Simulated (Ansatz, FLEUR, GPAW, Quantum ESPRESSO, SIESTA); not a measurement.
**One structure in several programs: GaNi4Ge3 (R3, 8 atoms in the cell)**

Self-consistent single point, at a second geometry (lattice scaled by 0.98). First geometry:

```
GaNi4Ge3
1.0
    3.30112     1.90590     2.73940
   -3.30112     1.90590     2.73940
    0.00000    -3.81181     2.73940
Ga Ni Ge
1 4 3
Direct
  0.34352   0.34352   0.34352
  0.64155   0.64155   0.64155
  0.35987   0.86109   0.13636
  0.13636   0.35987   0.86109
  0.86109   0.13636   0.35987
  0.65439   0.16090   0.84230
  0.84230   0.65439   0.16090
  0.16090   0.84230   0.65439
```

Shared settings, as Ansatz (an electronic-structure program) writes them: kpoints.mp_grid.grid = 4 4 4; scf.occupations.method = gaussian; scf.occupations.width = 0.05 eV. Potentials and cutoffs stand in the table.

```json
[
 {"code": "GPAW", "model": "PBEsol, GPAW PAW datasets PBEsol (made by gpaw-setup)", "ΔF from the first geometry (meV/atom)": "0.4", "pressure (GPa)": "5.43", "largest force (eV/Å)": "0.273", "cutoff": "800 eV"},
 {"code": "Quantum ESPRESSO", "model": "PBEsol, GBRV 1.5 ultrasoft (PBESOL) pseudopotentials", "ΔF from the first geometry (meV/atom)": "-5.1", "pressure (GPa)": "3.77", "largest force (eV/Å)": "0.231", "cutoff": "50 Ry"},
 {"code": "SIESTA", "model": "GGA PBEsol, numerical atomic orbitals DZP, PseudoDojo PBEsol standard norm-conserving potentials (rewritten from UPF to PSML)", "ΔF from the first geometry (meV/atom)": "1.6", "pressure (GPa)": "5.65", "largest force (eV/Å)": "0.264", "cutoff": "grid 400 Ry"},
 {"code": "FLEUR", "model": "PBEsol, all-electron FLAPW (FLEUR), scalar-relativistic valence", "ΔF from the first geometry (meV/atom)": "–", "pressure (GPa)": "–", "largest force (eV/Å)": "0.214", "cutoff": "Kmax 3.8 1/bohr"},
 {"code": "Ansatz", "model": "PBEsol, PAW files made with PBE", "ΔF from the first geometry (meV/atom)": "-5.6", "pressure (GPa)": "3.77", "largest force (eV/Å)": "0.222", "cutoff": "default"}
]
```

Size of the force on each atom (eV/Å): Sizes of forces hide their directions.

```json
[
 {"code": "GPAW", "Ga1": "0.088", "Ni2": "0.273", "Ni3": "0.185", "Ni4": "0.185", "Ni5": "0.185", "Ge6": "0.074", "Ge7": "0.074", "Ge8": "0.074"},
 {"code": "Quantum ESPRESSO", "Ga1": "0.083", "Ni2": "0.231", "Ni3": "0.164", "Ni4": "0.164", "Ni5": "0.164", "Ge6": "0.068", "Ge7": "0.068", "Ge8": "0.068"},
 {"code": "SIESTA", "Ga1": "0.008", "Ni2": "0.207", "Ni3": "0.264", "Ni4": "0.264", "Ni5": "0.264", "Ge6": "0.118", "Ge7": "0.118", "Ge8": "0.118"},
 {"code": "FLEUR", "Ga1": "0.074", "Ni2": "0.214", "Ni3": "0.164", "Ni4": "0.164", "Ni5": "0.164", "Ge6": "0.059", "Ge7": "0.059", "Ge8": "0.059"},
 {"code": "Ansatz", "Ga1": "0.081", "Ni2": "0.222", "Ni3": "0.161", "Ni4": "0.161", "Ni5": "0.161", "Ge6": "0.068", "Ge7": "0.068", "Ge8": "0.068"}
]
```

A dash marks a value that a program does not give, or that is left out as unsure.

On Ansatz's run: spin polarisation is off.

The spread over the programs that give each value: ΔF from the first geometry within 7.2 meV/atom; pressure within 1.88 GPa; largest force within 0.059 eV/Å.

SIESTA uses small atom-centred bases, whose incompleteness enters pressures, forces and empty levels differently from a plane-wave cutoff. FLEUR treats all electrons, but the usual bases taken here (sphere radii, linearisation, local orbitals, empty states) were not tested for convergence, so the values are no reference for the others. Ansatz's pressure is given at a fixed set of plane waves, as the other plane-wave codes print theirs; with its correction for the finite basis it is 3.85 GPa. In the pressure, GPAW (by 1.66) and SIESTA (by 1.88) lie more than 1 GPa from the median of the plane-wave programs. In the force vectors, SIESTA (by 0.177) lies more than 0.08 eV/Å from the median of the plane-wave programs.

The shared mesh is coarse (it stands for a supercell whose shortest vector is 18 Å), so the values are not converged in it.

The starting cell comes from a database of computed structures (which also holds hypothetical and non-ambient phases and stackings), without a prior relaxation at this level. For this run, on top of that: lattice scaled by 0.98.

Left out of this page: CP2K (unsound by tests on forces, stress, charge or solver warnings); Elk (not drawn, or without a comparable value).

Keys are those of Ansatz 0.2.
